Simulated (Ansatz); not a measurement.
## Al2O3, response to strain

Start from Al$_{2}$O$_{3}$ in the corundum structure (space group R-3c, No. 167; a = 4.7738 Å, c = 13.0147 Å (hexagonal axes)). Axes: x lies along a and z along c of the hexagonal cell.

Strains are applied to the cell and any free atomic positions relax; under biaxial strain the out-of-plane vector relaxes too.

Level of theory: PBEsol/PAW in Ansatz (an electronic-structure program), spin-orbit coupling left out.

Notes on the quantities. in-plane stress: mean in-plane stress (compression positive); energy relative to the base: free energy F.

```tsv
change	in-plane stress	ratio −ε⊥/ε∥	energy relative to the base
base	–	–	0 meV/atom
biaxial strain +1.50 %, plane normal [001], relaxed out of plane	-8.0 GPa	0.50	+6.6 meV/atom
biaxial strain +2.25 %, plane normal [001], relaxed out of plane	-11.7 GPa	0.49	+15 meV/atom
biaxial strain +3.00 %, plane normal [001], relaxed out of plane	-15.3 GPa	0.49	+26 meV/atom
```

Stability against distortions was not tested.
